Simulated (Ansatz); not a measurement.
An Ansatz (a first-principles code) input (r2SCAN/PAW in Ansatz, spin-orbit coupling left out):

Ansatz 0.2 input:
```yaml
crystal:
  lattice:
    - [0, 2.7361136116, 2.7361136116]
    - [2.7361136116, 0, 2.7361136116]
    - [2.7361136116, 2.7361136116, 0]
  atoms:
    - { symbol: Se, position: [0, 0, 0] }
    - { symbol: Mg, position: [0.5, 0.5, 0.5] }
basis: { ecutwfc: 500, ecutrho_ratio: 4, xc_grid: 4, fft_grid_basis: typed }
kpoints: { mp_grid: { grid: [10, 10, 10] } }
hamiltonian:
  xc: r2scan
  dispersion: none
  pseudopotentials: { kind: paw }
scf: { occupations: { method: fermi_dirac, width: 0.05 }, convergence: { dr2_threshold: 0.0000000002 } }
output: { forces: true, stress: true }
```

Question: Which symmetry and how many k-points will the program report, and about how many plane waves at Γ?

Answer: Space group Fm-3m (ITA 225) with 48 operations, k-points 47 of 1000, and 1037 plane waves at Γ.

Whether these cells are dynamically stable was not tested. The cell is MgSe in the rock salt structure (space group Fm-3m, No. 225).
